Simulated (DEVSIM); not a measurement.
System: abrupt Ge n-p junction, at 400 K.

Layer 1 from the left is Ge, thickness (μm) 9.30, Nd (cm⁻³) 1.9e17, τn (s) 0.00018, τp (s) 0.00018. Layer 2 from the left is Ge, thickness (μm) 6.10, Na (cm⁻³) 1.7e17, τn (s) 0.00018, τp (s) 0.00018.

Left contact: ohmic. Right contact: ohmic. Voltage is applied to the left contact. Recombination: SRH at mid-gap, radiative, Auger. Mobility is μmin + (μ − μmin)/(1 + (N/Nref)^α).

The device is made up for the run: typed textbook-type constants, with dimensions and the other settings drawn at random. Values at 300 K; Nc and Nv go as T^1.5, mobilities as T to minus their exponent, the gap by Varshni's rule with the affinity fixed.

Ge: gap (eV) 0.664, affinity (eV) 4, permittivity 16, Nc (cm⁻³) 1.04e19, Nv (cm⁻³) 6e18, μn (cm²/Vs) 3900, μp (cm²/Vs) 1900, μn,min 150, μp,min 100, Nref,n 2.6e17, Nref,p 4e17, αn 0.56, αp 0.6, T exponent of μn 1.66, T exponent of μp 2.33, B (cm³/s) 6.4e-14, Cn (cm⁶/s) 1e-31, Cp (cm⁶/s) 1e-31, Varshni α (eV/K) 0.000477, Varshni β (K) 235.

Question: Estimate by hand the built-in potential, the peak field at zero bias, and compare with a numerical solution.

Answer: 
- Built-in potential: ni = √(Nc Nv) exp(−Eg/2kT) = 1.42e15 cm⁻³ with Eg = 0.624 eV; Vbi = kT/q ln(Na Nd/ni²) = 0.334 V; numerical 0.334 V.
- Peak field at zero bias: depletion approximation: W = √(2εVbi/(qN)) = 0.0811 μm with N = 8.97e16 cm⁻³; field = 2Vbi/W = 82300 V/cm; numerical 73400 V/cm (estimate above by 12 %).

DEVSIM, 1D drift-diffusion, Boltzmann statistics, complete ionisation; no tunnelling, impact ionisation, image-force lowering or self-heating.
